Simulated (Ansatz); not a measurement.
# Converging the plane-wave cutoff: VRe (Cmm2, 2 atoms in the cell)

```
CELL_PARAMETERS angstrom
      1.50727    -2.17574     0.00000
      1.50727     2.17574     0.00000
      0.00000     0.00000     4.20942
ATOMIC_POSITIONS crystal
  V  0.50000 0.50000 0.51188
  Re 0.00000 0.00000 0.00000
```

Level of theory: LDA (PW92), default PAW files made with PBE (plane waves; Ansatz, an electronic-structure program).

Base settings: basis.ecutwfc = 420 eV; kpoints.mp_grid.grid = 11 11 7; hamiltonian.xc = lda; hamiltonian.pseudopotentials = {kind: paw} (the program's default PAW files); scf.occupations.method = fermi_dirac; scf.occupations.width = 0.1 eV.

The second cell is the first with its lattice scaled by 0.98.

The mesh stays at the base's, so the ladder's end is converged at best in this setting alone.

The first pressure column holds Ansatz's estimate of the finite-basis (Pulay) stress, which hides part of the cutoff error; the other is without it.

Only quantities that move along the ladder and can be compared are tabulated.

The count of work is k-points × plane waves × bands × iterations; it is no time. 

The starting cell comes from a database of computed structures (which also holds hypothetical and non-ambient phases and stackings), without a prior relaxation at this level. Its lattice was rescaled by up to half a per cent. One atom was moved a little off its site on purpose. Spin polarisation is off. In the base run, with a pressure of about -7 GPa the cell is away from its equilibrium volume at this level.

Steps (basis.ecutwfc): 145 eV; 170 eV; 190 eV; 210 eV; 230 eV; 250 eV; 295 eV; 335 eV; 380 eV; 420 eV; 460 eV; 505 eV; 565 eV; 630 eV; 735 eV; 840 eV; 1010 eV.

Problem. What is the coarsest basis.ecutwfc that holds the pressure within 0.2 GPa of the last step, with all finer ones?

Solution. 295 eV, at 0.16 of the last step's count of work; the step before is off by 4.7 GPa.

Problem. What is the coarsest basis.ecutwfc that holds the forces within 0.01 eV/Å of the last step, with all finer ones?

Solution. 335 eV, at 0.19 of the last step's count of work; the step before is off by 0.014 eV/Å.

Problem. What is the coarsest basis.ecutwfc that holds the energy of the compressed cell less the first within 0.5 meV/atom of the last step, with all finer ones?

Solution. 295 eV, at 0.16 of the last step's count of work; the step before is off by 24 meV/atom.

```tsv
basis.ecutwfc	free energy less the last step's (meV/atom)	energy of the compressed cell less the first (meV/atom)	pressure (GPa)	pressure without the Pulay estimate (GPa)	largest difference of a force vector from the last step's (eV/Å)	count of work / last
145 eV	32304.45	-253.24	-78.61	-1056.67	0.864	0.080
170 eV	16676.68	-337.89	-58.58	-660.02	1.276	0.095
190 eV	9403.77	-78.71	-17.12	-430.68	0.894	0.089
210 eV	5040.99	34.91	-2.73	-268.76	0.323	0.11
230 eV	2576.47	36.77	-1.56	-161.58	0.077	0.13
250 eV	1241.30	34.47	-2.68	-93.37	0.024	0.15
295 eV	211.14	10.20	-7.31	-27.33	0.014	0.16
335 eV	36.62	10.30	-7.37	-11.72	0.002	0.19
380 eV	5.28	10.22	-7.39	-7.93	0.001	0.23
420 eV	2.08	10.16	-7.39	-7.50	0.000	0.27
460 eV	1.29	10.15	-7.40	-7.44	0.000	0.31
505 eV	0.95	10.13	-7.40	-7.42	0.000	0.36
565 eV	0.74	10.12	-7.41	-7.42	0.000	0.42
630 eV	0.45	10.09	-7.41	-7.43	0.000	0.50
735 eV	0.17	10.06	-7.41	-7.42	0.000	0.63
840 eV	0.08	10.06	-7.41	-7.42	0.000	0.77
1010 eV	0.00	10.06	-7.41	-7.42	0.000	1.0
```

The energy difference between the two cells stays within 1 meV/atom of the last step's from 295 eV on, the total only from 505 eV on: much of the error is common to both cells and cancels.

At the lowest cutoff the pressure without the Pulay estimate lies 1050 GPa under the last step's, the usual sign of Pulay stress in an incomplete plane-wave basis.

Keys are those of Ansatz 0.2.
